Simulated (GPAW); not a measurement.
GPAW run on In (I4/mmm, 1 atom in the cell): self-consistent single point.

Level of theory: PBE, LCAO dzp, GPAW PAW datasets PBE (gpaw-data 1.0.1) (GPAW).

```xyz
1
Lattice="-1.6299 1.6299 2.4824 1.6299 -1.6299 2.4824 1.6299 1.6299 -2.4824" Properties=species:S:1:pos:R:3 pbc="T T T"
In     0.0000     0.0000     0.0000
```

Reference input (self-consistent single point, DFT PBE, LCAO dzp, GPAW PAW datasets PBE (gpaw-data 1.0.1)): mode = lcao; h = 0.2 Å; basis = dzp; xc = PBE; kpts = 7 7 7; mesh shift (steps) = 0 0 0; occupations.name = fermi-dirac; occupations.width = 0.1 eV; convergence.density = 1e-05 e/electron; convergence.energy = 1e-05 eV/electron; symmetry.symmorphic = false; symmetry.tolerance = 0.0005. This run's input differs from it in these lines:

```diff
@@ -14,4 +14,4 @@
             xc='PBE',
-            kpts=(7, 7, 7),
-            occupations=FermiDirac(0.1),
+            kpts={'size': (12, 12, 12), 'gamma': True},
+            occupations=FermiDirac(1.0),
             convergence={'density': 1e-05, 'energy': 1e-05},
```

The program printed (abridged):

```
     iter     time        total  log10-change:
                         energy   eigst   dens
iter:   1 --:--:--    -2.387899        c
iter:   2 --:--:--    -2.371459        c -1.49
iter:   3 --:--:--    -2.317885        c -1.52
iter:   4 --:--:--    -2.297866        c -2.17
iter:   5 --:--:--    -2.292117        c -2.50
iter:   6 --:--:--    -2.292119        c -3.75
iter:   7 --:--:--    -2.292116c       c -3.82
iter:   8 --:--:--    -2.292116c       c -5.36c
Converged after 8 iterations.

Dipole moment: (-0.539547, -0.539547, -1.139205) |e|*Ang

Energy contributions relative to reference atoms: (reference = -159975.419660)

Kinetic:         +5.431051
Potential:       -3.762607
External:        +0.000000
XC:              -3.515892
Entropy (-ST):   -1.525835
Local:           +0.318250
SIC:             +0.000000
--------------------------
Free energy:     -3.055033
Extrapolated:    -2.292116

Showing only first 2 kpts
 Kpt  Band  Eigenvalues  Occupancy
  0     4     -7.48644    2.00000
  0     5     -2.58495    1.99984
  0     6     17.50823    0.00005
  0     7     17.51164    0.00005

  1     4     -7.49830    2.00000
  1     5     -2.37370    1.99980
  1     6     16.24976    0.00016
  1     7     16.50918    0.00013

Fermi level: 6.83534

No gap
No difference between direct/indirect transitions
Energy (eV): -2.292116

Forces in eV/Ang:
  0 In    0.00000    0.00000   -0.00000
```

The run converged in 8 iterations. Against the reference run the free energy falls by 766 meV/atom.

The starting cell has typed, rounded lattice constants, without a prior relaxation at this level. Its lattice was rescaled by up to half a per cent. Values carry the incompleteness of an atom-centred basis.

Cost on one core of a shared machine: roughly 4 min.
